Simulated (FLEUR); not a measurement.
FLEUR is run on Ta (Im-3m, 1 atom in the cell), and the run fails. The aim is a self-consistent single point with DFT, PBE, all-electron FLAPW (FLEUR), scalar-relativistic valence.

The input file:

```xml
# input of inpgen
Ta FLAPW
&input film=f /
-3.1586375331 3.1586375331 3.1586375331
3.1586375331 -3.1586375331 3.1586375331
3.1586375331 3.1586375331 -3.1586375331
1.0
1.0 1.0 1.0

1
73 0.0000000000 0.0000000000 0.0000000000

&comp jspins=1 /
&kpt div1=14 div2=14 div3=14 gamma=t /
&end /
# inp.xml
<?xml version="1.0" encoding="UTF-8" standalone="no"?>
<fleurInput fleurInputVersion="0.39">
   <comment>
      Ta FLAPW                                                                                            
   </comment>
   <calculationSetup>
      <cutoffs Kmax="3.9" Gmax="15.6" GmaxXC="15.6" numbands="0"/>
      <scfLoop itmax="80" minDistance="0.00001" maxIterBroyd="40" imix="Anderson" alpha="0.05" precondParam="0.0" spinf="2.0"/>
      <coreElectrons ctail="T" frcor="F" kcrel="0" coretail_lmax="0"/>
      <xcFunctional name="pbe" relativisticCorrections="F"/>
      <magnetism jspins="1"/>
      <soc l_soc="F" theta="0.0" phi="0.0" spav="F"/>
      <expertModes spex="0" secvar="F"/>
      <geometryOptimization l_f="T" forcealpha="1.0" forcemix="BFGS" epsdisp="0.00001" epsforce="0.00001"/>
      <ldaU l_linMix="F" mixParam="0.05" spinf="1.0"/>
   </calculationSetup>
   <cell>
      <bzIntegration valenceElectrons="26.0" mode="hist" fermiSmearingEnergy="0.00183747">
         <kPointListSelection listName="default-1"/>
         <!-- k-points included here -->
         <xi:include xmlns:xi="http://www.w3.org/2001/XInclude" href="kpts.xml"> </xi:include>
      </bzIntegration>
      <!-- symmetry operations included here -->
      <xi:include xmlns:xi="http://www.w3.org/2001/XInclude" href="sym.xml"> </xi:include>
      <bulkLattice scale="1.0">
         <bravaisMatrix>
            <row-1>   -3.1586375330999998     3.1586375330999998     3.1586375330999998</row-1>
            <row-2>    3.1586375330999998    -3.1586375330999998     3.1586375330999998</row-2>
            <row-3>    3.1586375330999998     3.1586375330999998    -3.1586375330999998</row-3>
         </bravaisMatrix>
      </bulkLattice>
   </cell>
   <atomSpecies>
      <species name="Tantalum (Ta)" element="Ta" atomicNumber="73">
         <mtSphere radius="2.56" gridPoints="883" logIncrement="0.015"/>
         <atomicCutoffs lmax="10" lnonsphr="8"/>
         <electronConfig flipSpins="F">
            <coreConfig>(1s1/2) (2s1/2) (2p1/2) (2p3/2) (3s1/2) (3p1/2) (3p3/2) (4s1/2) (3d3/2) (3d5/2) (4p1/2) (4p3/2) (4d3/2) (4d5/2)</coreConfig>
            <valenceConfig>(5s1/2) (5p1/2) (5p3/2) (6s1/2) (4f5/2) (4f7/2) (5d3/2) (5d5/2)</valenceConfig>
            <stateOccupation state="(5d3/2)" spinUp="0.6" spinDown="0.6"/>
            <stateOccupation state="(5d5/2)" spinUp="0.9" spinDown="0.9"/>
         </electronConfig>
         <energyParameters s="6" p="6" d="5" f="5"/>
         <lo type="SCLO" l="0" n="5" eDeriv="0"/>
         <lo type="SCLO" l="1" n="5" eDeriv="0"/>
         <lo type="SCLO" l="3" n="4" eDeriv="0"/>
      </species>
   </atomSpecies>
   <atomGroups>
      <atomGroup species="Tantalum (Ta)">
         <relPos label="                   1">.0000000000 .0000000000 .0000000000</relPos>
         <force calculate="T" relaxXYZ="TTT"/>
      </atomGroup>
   </atomGroups>
   <output dos="F" band="F" slice="F">
      <checks vchk="F" cdinf="F"/>
      <bandDOS minEnergy="-.5*Htr" maxEnergy="0.5*Htr" sigma="0.015" storeEVData="T"/>
      <vacuumDOS vacdos="F" integ="F" star="F" nstars="0" locx1="0.0" locy1="0.0" locx2="0.0" locy2="0.0" nstm="0" tworkf="0.0"/>
      <unfoldingBand unfoldBand="F" supercellX="1" supercellY="1" supercellZ="1"/>
      <plotting iplot="0" polar="F">
         <plot TwoD="T" vec1="  1.0  0.0  0.0" vec2="  0.0  1.0  0.0" vec3="  0.0  0.0  1.0" zero="  0.0  0.0  0.0" file="plot"/>
      </plotting>
      <chargeDensitySlicing numkpt="0" minEigenval="0.0" maxEigenval="0.0" nnne="0" pallst="F"/>
      <specialOutput eonly="F"/>
      <magneticCircularDichroism mcd="F" energyLo="-10.0" energyUp="0.0"/>
   </output>
  <!-- We include the file relax.xml here to enable relaxations (see documentation) -->
  <xi:include xmlns:xi="http://www.w3.org/2001/XInclude" href="relax.xml"> <xi:fallback/> </xi:include>
</fleurInput>
```

Output, abridged:

```
      Welcome to FLEUR        (www.flapw.de)
      MaX-Release 8.1          (www.max-centre.eu)
**************FLEUR-Error*****************
Error message: E-field too big or No. of e- not correct
Error occurred in subroutine: efield
Error from PE:0/1
 Last known location:
```

Problem. From the messages shown, name the fault and mend the input.

Solution. The fault is an unintended net charge; here the program stops on it instead of giving results. To fix it, remove the charge. The program stopped before any SCF iteration.

An input that runs soundly differs in these lines (not the only fix; some lines may just follow from the change or write a value another way):
```diff
-      <bzIntegration valenceElectrons="26.0" mode="hist" fermiSmearingEnergy="0.00183747">
+      <bzIntegration valenceElectrons="27.0" mode="hist" fermiSmearingEnergy="0.00183747">
```

With that input, the run converged in 13 iterations: free energy E − TS -425208.3372 eV; Fermi level (on the code's own zero) 13.44 eV (DFT, PBE, all-electron FLAPW (FLEUR), scalar-relativistic valence).

On the sound input: the starting cell comes from a database of computed structures (which also holds hypothetical and non-ambient phases and stackings), without a prior relaxation at this level. Its lattice was rescaled by a random factor within 2.5 % of one. Spin-orbit coupling is off. Spin polarisation is off. Values depend on the basis (sphere radii, cutoffs, local orbitals), which need not be converged.
